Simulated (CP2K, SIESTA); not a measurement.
A SIESTA input for a self-consistent single point of NaI (Fm-3m, 2 atoms in the cell) (DFT, LDA PW92, numerical atomic orbitals DZP, PseudoDojo LDA standard norm-conserving potentials (rewritten from UPF to PSML)):

```
# files in the folder: Na.psml I.psml (PseudoDojo LDA standard)
SystemName  NaI
SystemLabel siesta

NumberOfAtoms                2
NumberOfSpecies              2
%block ChemicalSpeciesLabel
  1 11 Na
  2 53 I
%endblock ChemicalSpeciesLabel
LatticeConstant              1.0 Ang
%block LatticeVectors
     0.000000000    3.235000000    3.235000000
     3.235000000    0.000000000    3.235000000
     3.235000000    3.235000000    0.000000000
%endblock LatticeVectors
AtomicCoordinatesFormat      Ang
%block AtomicCoordinatesAndAtomicSpecies
     0.000000000    0.000000000    0.000000000  1
     3.235000000    3.235000000    3.235000000  2
%endblock AtomicCoordinatesAndAtomicSpecies

XC.functional                LDA
XC.authors                   PW92
PAO.BasisSize                DZP
PAO.EnergyShift              0.01 Ry
MeshCutoff                   300 Ry
%block kgrid.MonkhorstPack
    9   0   0  0.0
    0   9   0  0.0
    0   0   9  0.0
%endblock kgrid.MonkhorstPack
OccupationFunction           FD
ElectronicTemperature        50.0 meV

MaxSCFIterations             150
SCF.Mixer.Method             Pulay
SCF.Mixer.Weight             0.1
SCF.Mixer.History            6
SCF.DM.Tolerance             1.0E-04
Diag.ParallelOverK           true
WriteForces                  true
```

Task: Translate this input to CP2K.

Result: This is the input that was run; spellings and numerical settings could be chosen otherwise.

```
&GLOBAL
  PROJECT calc
  RUN_TYPE ENERGY_FORCE
  PRINT_LEVEL MEDIUM
&END GLOBAL
&FORCE_EVAL
  METHOD Quickstep
  STRESS_TENSOR ANALYTICAL
  &DFT
    BASIS_SET_FILE_NAME BASIS_MOLOPT
    POTENTIAL_FILE_NAME GTH_POTENTIALS
    &QS
      METHOD GPW
      EPS_DEFAULT 1E-10
    &END QS
    &MGRID
      CUTOFF 950
      REL_CUTOFF 60
      NGRIDS 5
    &END MGRID
    &SCF
      SCF_GUESS ATOMIC
      EPS_SCF 1E-7
      MAX_SCF 100
      ADDED_MOS 4
      &DIAGONALIZATION
        ALGORITHM STANDARD
      &END DIAGONALIZATION
      &MIXING
        METHOD BROYDEN_MIXING
        ALPHA 0.3
        NBUFFER 10
        BETA 1.5
      &END MIXING
      &SMEAR ON
        METHOD FERMI_DIRAC
        ELECTRONIC_TEMPERATURE [K] 580.23
      &END SMEAR
    &END SCF
    &KPOINTS
      SCHEME MONKHORST-PACK 9 9 9
    &END KPOINTS
    &XC
      &XC_FUNCTIONAL PADE
      &END XC_FUNCTIONAL
    &END XC
    &PRINT
      &MO
        EIGENVALUES T
        OCCUPATION_NUMBERS T
        NDIGITS 8
        FILENAME mo
        &EACH
          QS_SCF 0
        &END EACH
        ADD_LAST NUMERIC
      &END MO
      &MULLIKEN ON
      &END MULLIKEN
    &END PRINT
  &END DFT
  &SUBSYS
    &CELL
      A 4.57498100 0.00000000 0.00000000
      B 2.28749000 3.96205000 0.00000000
      C 2.28749000 1.32068300 3.73545600
      PERIODIC XYZ
    &END CELL
    &COORD
      Na       0.00000000     0.00000000     0.00000000
      I        4.57498050     2.64136650     1.86772800
    &END COORD
    &KIND Na
      BASIS_SET DZVP-MOLOPT-SR-GTH
      POTENTIAL GTH-PADE-q9
    &END KIND
    &KIND I
      BASIS_SET DZVP-MOLOPT-SR-GTH
      POTENTIAL GTH-PADE-q7
    &END KIND
  &END SUBSYS
  &PRINT
    &FORCES ON
    &END FORCES
    &STRESS_TENSOR ON
    &END STRESS_TENSOR
  &END PRINT
&END FORCE_EVAL
```

Basis, cutoffs, solver keys and any potentials are the target program's own. This input uses DFT LDA (Pade form), GPW, DZVP-MOLOPT-SR-GTH basis, GTH-PADE potentials (GTH_POTENTIALS). LDA parametrisations can differ slightly between programs. Both were run: pressure -2.44 GPa in SIESTA and -1.45 in CP2K; gap on the mesh 3.529 eV in SIESTA and 3.360 in CP2K.

On CP2K: the starting cell has typed, rounded lattice constants, without a prior relaxation at this level. Spin-orbit coupling is off. Values carry the incompleteness of an atom-centred basis.

On SIESTA: the starting cell has typed, rounded lattice constants, without a prior relaxation at this level. Spin-orbit coupling is off. Values carry the incompleteness of an atom-centred basis.
